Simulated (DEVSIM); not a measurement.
System: Si p+/n-/n+ power diode, at 350 K.

Layer 1 from the left is Si, thickness (μm) 1.30, Na (cm⁻³) 3.9e18, τn (s) 4e-7, τp (s) 4e-7. Layer 2 from the left is Si, thickness (μm) 57.0, Nd (cm⁻³) 1.1e15, τn (s) 4e-7, τp (s) 4e-7. Layer 3 from the left is Si, thickness (μm) 8.30, Nd (cm⁻³) 1.9e18, τn (s) 4e-7, τp (s) 4e-7.

Left contact: ohmic. Right contact: ohmic. Voltage is applied to the left contact. Recombination: SRH at mid-gap, radiative. Gap narrowing is on: ΔEg = 6.92 meV × (l + √(l² + 0.5)), l = ln(N/1.3e17 cm⁻³), shared equally by both band edges. Mobility is μmin + (μ − μmin)/(1 + (N/Nref)^α).

Constants are typed, rounded textbook-type inputs, not results; the design itself was drawn at random and stands for no fabricated device. Values at 300 K; Nc and Nv go as T^1.5, mobilities as T to minus their exponent, the gap by Varshni's rule with the affinity fixed.

Si: gap (eV) 1.124, affinity (eV) 4.05, permittivity 11.7, Nc (cm⁻³) 2.86e19, Nv (cm⁻³) 3.1e19, μn (cm²/Vs) 1417, μp (cm²/Vs) 470, μn,min 52, μp,min 45, Nref,n 9.7e16, Nref,p 2.2e17, αn 0.68, αp 0.72, T exponent of μn 2.3, T exponent of μp 2.2, B (cm³/s) 4.7e-15, Varshni α (eV/K) 0.000473, Varshni β (K) 636.

DEVSIM, 1D drift-diffusion, Boltzmann statistics, complete ionisation; no tunnelling, impact ionisation, image-force lowering or self-heating.

Q: What does the simulation give for the dark forward voltage at 100 A/cm², the potential step across the device at zero bias, the dark forward voltage at 1 A/cm²?

A: dark forward voltage at 100 A/cm² 0.786 V; potential step across the device at zero bias 0.910 V; dark forward voltage at 1 A/cm² 0.521 V.
